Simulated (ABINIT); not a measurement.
Worked example: self-consistent single point of Zr3Cu (Pm-3m, 4 atoms in the cell) in ABINIT.

Level of theory: PBEsol, PAW (JTH v2.0 PBE PAW, files made for PBE) (plane waves; ABINIT).

```
Zr3Cu
1.0
    4.20847     0.00000     0.00000
    0.00000     4.20847     0.00000
    0.00000     0.00000     4.20847
Zr Cu
3 1
Direct
  0.50000   0.50000   0.00000
  0.00000   0.50000   0.50000
  0.50000   0.00000   0.50000
  0.00000   0.00000   0.00000
```

Reference input (self-consistent single point, DFT, PBEsol, plane waves, PAW (JTH v2.0 PBE PAW, files made for PBE)): pseudos = [Zr.GGA_PBE-JTH.xml, Cu.GGA_PBE-JTH.xml]; ecut = 30 Ha; pawecutdg = 60 Ha; ixc = -116133; occopt = 3; tsmear = 0.1 eV; ngkpt = 5 5 5; nshiftk = 1; shiftk = 0 0 0; potentials = JTH v2.0 PBE PAW; nband = 36; kptopt = 1. This run's input differs from it in these lines:

```diff
@@ -17,4 +17,4 @@
          0.0000000000    0.0000000000    0.0000000000
-ecut 30
-pawecutdg 60
+ecut 45
+pawecutdg 90
 ixc -116133
```

The program printed (abridged):

```
--- !BeginCycle
solver: {iscf: 17, nstep: 80, nline: 4, wfoptalg: 10, }
tolerances: {tolvrs: 1.00E-10, }
...

     iter   Etot(hartree)      deltaE(h)  residm     nres2
 ETOT  1  -327.43997544297    -3.274E+02 3.863E+01 1.300E+02
 ETOT  2  -340.39207827596    -1.295E+01 1.179E-01 5.290E+01
 ETOT  3  -340.37246503324     1.961E-02 9.134E-02 2.007E+01
 ETOT  4  -340.37225612164     2.089E-04 2.750E-02 1.581E+01
 ETOT  5  -340.36912265726     3.133E-03 6.362E-03 7.982E+00
   [... 15 lines left out ...]
 ETOT 21  -340.36290447685     3.308E-11 2.793E-04 5.719E-10
 ETOT 22  -340.36290447686    -1.114E-11 1.338E-04 2.425E-09
 ETOT 23  -340.36290447685     3.979E-12 1.865E-04 1.084E-10
 ETOT 24  -340.36290447685     8.129E-12 8.741E-05 6.967E-12
 At SCF step   24       nres2   =  6.97E-12 < tolvrs=  1.00E-10 =>converged.

 Cartesian components of stress tensor (hartree/bohr^3)
  sigma(1 1)= -1.09823681E-04  sigma(3 2)=  0.00000000E+00
  sigma(2 2)= -1.09823681E-04  sigma(3 1)=  0.00000000E+00
  sigma(3 3)= -1.09823681E-04  sigma(2 1)=  0.00000000E+00

 ----iterations are completed or convergence reached----

 reduced coordinates (array xred) for    4 atoms
       0.500000000000      0.500000000000      0.000000000000
       0.000000000000      0.500000000000      0.500000000000
       0.500000000000      0.000000000000      0.500000000000
       0.000000000000      0.000000000000      0.000000000000
 cartesian forces (eV/Angstrom) at end:
    1     -0.00000000000000    -0.00000000000000    -0.00000000000000
   [... lines left out ...]
 Fermi (or HOMO) energy (hartree) =   0.41434   Average Vxc (hartree)=  -0.43462
   [... lines left out ...]
'-kT*entropy'       : -5.36627976402027E-03
total_energy        : -3.40362904192922E+02
total_energy_eV     : -9.26174563769802E+03
...

-Cartesian components of stress tensor (GPa)         [Pressure=  3.2311E+00 GPa]
- sigma(1 1)= -3.23112371E+00  sigma(3 2)=  0.00000000E+00
- sigma(2 2)= -3.23112371E+00  sigma(3 1)=  0.00000000E+00
- sigma(3 3)= -3.23112371E+00  sigma(2 1)=  0.00000000E+00

 Calculation completed.
```

The run converged in 24 iterations. 

The starting cell comes from a database of computed structures (which also holds hypothetical and non-ambient phases and stackings), without a prior relaxation at this level. Its lattice was rescaled by a random factor within 2.5 % of one. Spin polarisation is off. The potentials were made for another functional than the one used.

These are the values that this program gave, and no reference: the one-centre exchange-correlation terms come from a truncated expansion.

Cost on one core of a shared machine: roughly 5 min.
